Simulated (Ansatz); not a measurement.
Consider Pd in the fcc (Cu type) structure (space group Fm-3m, No. 225; relaxed with 0.1 eV smearing).

```
Pd
1.0
    0.00000     1.92070     1.92070
    1.92070     0.00000     1.92070
    1.92070     1.92070     0.00000
Pd
1
Direct
  0.00000   0.00000   0.00000
```

Cartesian axes are those of the cell as printed.

All numbers come from Ansatz (a program for electronic structure), LDA, PAW, cutoff 420 eV, without spin-orbit coupling.

Perturbation: a pure shear with ε_xy = ε_yx = 0.0086; the atoms relax in the strained cell.

Question: Predict the new energy relative to the base.

Answer: The energy increases by 1.2 meV/atom.

Question: Estimate the effect on the stress.

Answer: The stress (xx, yy, zz, yz, xz, xy; compression positive) comes out as (0.1, 0.1, 0.0, 0.0, 0.0, -1.6) GPa.

Stability against distortions was not tested. The final runs are not spin-polarised.
